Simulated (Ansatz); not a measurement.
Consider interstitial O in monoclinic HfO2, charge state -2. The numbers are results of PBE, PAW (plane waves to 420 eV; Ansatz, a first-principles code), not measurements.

Cell of 216 host sites held at the relaxed PBE lattice; the Γ point alone; Fermi-Dirac width 0.01 eV, spin-restricted; finite-size errors left in. Static, classical nuclei. Spin-orbit coupling is left out. The charge state is imposed; whether it is stable for some Fermi level was not computed. Sites that were not tried may lie lower.

Barriers: single points on a 2×2×2 k-point mesh shifted by half a step at the bands' geometries.

Relaxed starting cell (atoms counted from 1):

```
CELL_PARAMETERS angstrom
     15.48457     0.00000     0.00000
      0.00000    15.63603     0.00000
     -1.79660     0.00000    10.55307
ATOMIC_POSITIONS crystal
  Hf 0.09034 0.15330 0.35462
  Hf 0.09214 0.15248 0.85531
  Hf 0.09178 0.48547 0.35493
  Hf 0.09123 0.48586 0.85465
  Hf 0.09131 0.81849 0.35532
  Hf 0.09190 0.81843 0.85576
  Hf 0.42542 0.15245 0.35378
  Hf 0.42506 0.15250 0.85354
  Hf 0.42767 0.48558 0.35277
  Hf 0.42650 0.48563 0.84829
  Hf 0.42675 0.81768 0.35306
  Hf 0.42570 0.81815 0.85250
  Hf 0.75827 0.15216 0.35514
  Hf 0.75855 0.15283 0.85587
  Hf 0.73719 0.49618 0.36116
  Hf 0.75831 0.48473 0.85469
  Hf 0.75886 0.81919 0.35683
  Hf 0.75757 0.81979 0.85812
  Hf 0.24145 0.18116 0.14576
  Hf 0.24099 0.18115 0.64545
  Hf 0.24221 0.51430 0.14595
  Hf 0.24112 0.51476 0.64512
  Hf 0.24147 0.84722 0.14654
  Hf 0.24204 0.84683 0.64605
  Hf 0.57458 0.18104 0.14528
  Hf 0.57441 0.18117 0.64518
  Hf 0.57361 0.51975 0.13542
  Hf 0.58254 0.51513 0.62740
  Hf 0.57400 0.84600 0.14491
  Hf 0.57460 0.84815 0.64396
  Hf 0.90704 0.18212 0.14754
  Hf 0.90889 0.18084 0.64692
  Hf 0.90683 0.51282 0.14976
  Hf 0.90657 0.51436 0.64680
  Hf 0.90646 0.84581 0.14798
  Hf 0.90814 0.84828 0.64805
  Hf 0.24155 0.31929 0.39575
  Hf 0.24176 0.31967 0.89570
  Hf 0.24194 0.65174 0.39563
  Hf 0.24197 0.65188 0.89571
  Hf 0.24137 0.98535 0.39540
  Hf 0.24136 0.98517 0.89594
  Hf 0.57543 0.31916 0.39395
  Hf 0.57442 0.32009 0.89462
  Hf 0.58380 0.64659 0.39807
  Hf 0.57541 0.64895 0.88034
  Hf 0.57485 0.98560 0.39505
  Hf 0.57414 0.98574 0.89604
  Hf 0.90446 0.32297 0.39586
  Hf 0.90754 0.31909 0.89804
  Hf 0.90675 0.65148 0.39675
  Hf 0.90725 0.65151 0.89991
  Hf 0.90774 0.98571 0.39696
  Hf 0.90810 0.98588 0.89772
  Hf 0.09113 0.01421 0.10557
  Hf 0.09240 0.01398 0.60486
  Hf 0.09195 0.34791 0.10504
  Hf 0.09074 0.34784 0.60456
  Hf 0.09132 0.68040 0.10523
  Hf 0.09104 0.68077 0.60456
  Hf 0.42506 0.01382 0.10397
  Hf 0.42524 0.01429 0.60347
  Hf 0.42591 0.34844 0.10252
  Hf 0.42535 0.34754 0.60308
  Hf 0.42644 0.68132 0.10295
  Hf 0.42721 0.68000 0.59982
  Hf 0.75811 0.01417 0.10518
  Hf 0.75863 0.01464 0.60592
  Hf 0.75714 0.35063 0.11057
  Hf 0.76012 0.34499 0.60283
  Hf 0.75231 0.67577 0.10727
  Hf 0.75888 0.68500 0.61156
  O  0.02188 0.05734 0.42521
  O  0.02231 0.05717 0.92556
  O  0.02150 0.39063 0.42516
  O  0.02226 0.39041 0.92563
  O  0.02179 0.72369 0.42554
  O  0.02156 0.72422 0.92661
  O  0.35515 0.05749 0.42390
  O  0.35539 0.05695 0.92392
  O  0.35414 0.39105 0.42275
  O  0.35556 0.39091 0.92242
  O  0.35414 0.72471 0.42267
  O  0.35526 0.72450 0.92420
  O  0.68989 0.05598 0.42399
  O  0.68892 0.05693 0.92450
  O  0.69644 0.37628 0.41656
  O  0.68826 0.39168 0.92834
  O  0.69084 0.72759 0.43203
  O  0.68839 0.72318 0.91953
  O  0.31120 0.27635 0.07544
  O  0.31039 0.27548 0.57478
  O  0.31189 0.60907 0.07482
  O  0.31051 0.60981 0.57475
  O  0.31076 0.94256 0.07563
  O  0.31074 0.94285 0.57545
  O  0.64291 0.27773 0.07848
  O  0.64337 0.27610 0.57631
  O  0.64673 0.59866 0.04333
  O  0.63696 0.63352 0.60076
  O  0.64359 0.94319 0.07684
  O  0.64302 0.94576 0.57666
  O  0.97793 0.27582 0.07696
  O  0.97701 0.27715 0.57775
  O  0.97824 0.60843 0.07759
  O  0.97713 0.60897 0.57670
  O  0.97718 0.94224 0.07778
  O  0.97792 0.94278 0.57689
  O  0.31071 0.22355 0.32519
  O  0.31072 0.22372 0.82546
  O  0.31151 0.55704 0.32448
  O  0.31119 0.55740 0.82395
  O  0.31111 0.89054 0.32528
  O  0.31125 0.89033 0.82568
  O  0.64150 0.21881 0.32728
  O  0.64418 0.22413 0.82669
  O  0.65872 0.59821 0.26976
  O  0.64457 0.55320 0.81340
  O  0.64363 0.88996 0.32569
  O  0.64290 0.89083 0.82814
  O  0.97613 0.22524 0.32688
  O  0.97800 0.22369 0.82744
  O  0.97946 0.55749 0.32817
  O  0.97760 0.55757 0.82743
  O  0.97721 0.89022 0.32740
  O  0.97846 0.89092 0.82792
  O  0.02126 0.10976 0.17522
  O  0.02287 0.10940 0.67512
  O  0.02250 0.44199 0.17618
  O  0.02211 0.44354 0.67533
  O  0.02154 0.77566 0.17590
  O  0.02229 0.77610 0.67627
  O  0.35513 0.10912 0.17356
  O  0.35523 0.10929 0.67401
  O  0.35559 0.44242 0.17308
  O  0.35419 0.44200 0.67252
  O  0.35517 0.77549 0.17318
  O  0.35526 0.77535 0.67377
  O  0.68917 0.10991 0.17343
  O  0.68946 0.11046 0.67477
  O  0.68434 0.44452 0.18044
  O  0.69247 0.43955 0.67282
  O  0.68824 0.77557 0.17358
  O  0.69420 0.78726 0.67431
  O  0.14887 0.24774 0.48856
  O  0.15005 0.24755 0.98866
  O  0.14962 0.58097 0.48875
  O  0.15015 0.58102 0.98858
  O  0.14959 0.91434 0.48851
  O  0.14969 0.91414 0.98910
  O  0.48261 0.24654 0.48737
  O  0.48291 0.24811 0.98664
  O  0.47851 0.58346 0.48352
  O  0.48249 0.58298 0.98159
  O  0.48266 0.91573 0.48673
  O  0.48249 0.91414 0.98746
  O  0.81787 0.24518 0.49000
  O  0.81583 0.24758 0.99057
  O  0.81384 0.58429 0.49138
  O  0.81710 0.57867 0.98964
  O  0.81618 0.91476 0.49005
  O  0.81656 0.91404 0.99056
  O  0.18328 0.08550 0.01242
  O  0.18309 0.08584 0.51211
  O  0.18350 0.41899 0.01182
  O  0.18287 0.41897 0.51166
  O  0.18330 0.75207 0.01233
  O  0.18278 0.75237 0.51222
  O  0.51627 0.08599 0.01156
  O  0.51678 0.08591 0.51126
  O  0.51602 0.42037 0.00660
  O  0.51321 0.41513 0.50803
  O  0.51734 0.75201 0.00839
  O  0.51561 0.75568 0.50785
  O  0.84996 0.08566 0.01334
  O  0.85064 0.08487 0.51364
  O  0.84957 0.41753 0.01458
  O  0.85044 0.41979 0.51656
  O  0.84742 0.74990 0.01789
  O  0.85210 0.75392 0.51585
  O  0.18258 0.08099 0.26220
  O  0.18359 0.08066 0.76241
  O  0.18376 0.41407 0.26143
  O  0.18304 0.41436 0.76189
  O  0.18285 0.74752 0.26216
  O  0.18345 0.74741 0.76243
  O  0.51607 0.07987 0.26101
  O  0.51667 0.08075 0.76154
  O  0.51716 0.41282 0.25772
  O  0.51670 0.41252 0.75749
  O  0.51627 0.74572 0.25877
  O  0.51670 0.74887 0.75641
  O  0.84992 0.08106 0.26310
  O  0.85053 0.08183 0.76388
  O  0.84853 0.41505 0.26212
  O  0.85173 0.41433 0.76568
  O  0.84944 0.74854 0.26688
  O  0.85073 0.74862 0.76723
  O  0.14943 0.25222 0.23845
  O  0.14961 0.25229 0.73862
  O  0.15018 0.58536 0.23856
  O  0.14947 0.58571 0.73858
  O  0.14942 0.91887 0.23878
  O  0.14994 0.91878 0.73889
  O  0.48238 0.25169 0.23668
  O  0.48251 0.25120 0.73724
  O  0.48486 0.58232 0.23432
  O  0.48277 0.58424 0.73168
  O  0.48271 0.91818 0.23707
  O  0.48263 0.91936 0.73720
  O  0.81453 0.25267 0.23980
  O  0.81697 0.25199 0.74001
  O  0.82093 0.58642 0.23947
  O  0.81640 0.58638 0.74065
  O  0.81603 0.91954 0.23967
  O  0.81786 0.92112 0.74088
  O  0.62962 0.52070 0.44736
```
Cell charge -2.

End state 1 differs by these moves (Å; atoms that move under 0.08 Å are left out):

```
atom  element     Δx     Δy     Δz
----  -------  -----  -----  -----
15         Hf   0.18  -0.18   0.13
16         Hf   0.00  -0.07   0.11
27         Hf   0.00  -0.07   0.11
28         Hf   0.18  -0.18   0.13
43         Hf  -0.01  -0.07  -0.05
44         Hf   0.10   0.06  -0.01
45         Hf  -0.17   0.13   0.00
46         Hf  -0.01   0.01   0.10
69         Hf  -0.01   0.01   0.10
70         Hf  -0.17   0.13   0.00
71         Hf   0.10   0.06  -0.01
72         Hf  -0.01  -0.07  -0.05
87          O   0.02  -0.15  -0.18
88          O  -0.08   0.15   0.31
89          O  -0.01  -0.06  -0.08
98          O  -0.01  -0.06  -0.08
99          O  -0.08   0.15   0.31
100         O   0.02  -0.15  -0.18
115         O  -0.04  -0.10  -0.01
117         O  -0.39  -0.59   0.61
118         O   0.05   0.04   0.07
141         O   0.05   0.04   0.07
142         O  -0.39  -0.59   0.61
144         O  -0.04  -0.10  -0.01
159         O   0.09   0.01   0.01
172         O   0.09   0.01   0.01
190         O  -0.08   0.02   0.04
213         O  -0.08   0.02   0.04
217         O   0.95  -0.65   1.12
```

Question: Give the forward and backward barriers to end state 1 at the level PBE, PAW.

Answer: forward 0.56 eV, backward 0.56 eV; at the saddle point atom 217 has neighbours 2 Hf at 1.99; 2 O at 2.46, 2 O at 2.49 Å. The saddle point's order was not checked, and it lies on a symmetry element of the cell, where a band can be held.
